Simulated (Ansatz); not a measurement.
The (111)A surface of zinc-blende GaP, Ga-terminated, 2x2 with 3 NH2 on 4 top atoms (bottom of the slab: 3 H on 4 bottom sites)

These are PBE (plane waves to 420 eV, PAW; Ansatz, an electronic-structure program) values and carry that method's errors.

Slab: 44 atoms, 14.3 Å thick at the start with caps and adatoms; k 3x3x1, smearing 0.025 eV, dipole-corrected; 8 atoms held, the rest relaxed; no symmetry held; no spin, no spin-orbit, no U. It is one candidate, not shown to be the stable structure of the face.

```yaml
gap_of_the_slab_on_its_k_mesh: 1.31 eV
highest_filled_level_below_the_top_vacuum_level: 5.07 eV
energy_released_by_relaxation: 1.64 eV
cost: about 40 core-minutes (a rough figure)
```
